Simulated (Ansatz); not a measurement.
The structure below was relaxed with r2SCAN (Ansatz, a quantum-chemistry and plane-wave program, PAW, spin-orbit coupling left out).

Space group P4/mmm (No. 123); a = 3.5595 Å, b = 3.5595 Å, c = 9.8619 Å, α = 90.00°, β = 90.00°, γ = 90.00°

```
atom  site  symmetry       x       y       z
----  ----  --------  ------  ------  ------
O       1a     4/mmm  0.0000  0.0000  0.0000
O       2h       4mm  0.5000  0.5000  0.2806
O       1b     4/mmm  0.0000  0.0000  0.5000
Sr      2g       4mm  0.0000  0.0000  0.2662
Mg      1d     4/mmm  0.5000  0.5000  0.5000
Sr      1c     4/mmm  0.5000  0.5000  0.0000
```

Write out a cell with all atoms.


```xyz
8
Lattice="3.5595 0.0000 0.0000 0.0000 3.5595 0.0000 0.0000 0.0000 9.8619" Properties=species:S:1:pos:R:3 pbc="T T T"
O      0.0000     0.0000     0.0000
O      1.7797     1.7797     7.0945
O      0.0000     0.0000     4.9309
O      1.7797     1.7797     2.7674
Sr     0.0000     0.0000     7.2370
Mg     1.7797     1.7797     4.9309
Sr     0.0000     0.0000     2.6249
Sr     1.7797     1.7797     0.0000
```
This is the conventional cell.

These are small ordered cells, not random alloys; other orderings at the same x differ. Whether these cells are dynamically stable was not tested. The cell was made from MgO by this change: x(Sr) = 0.75, 8 atoms, P4/mmm.
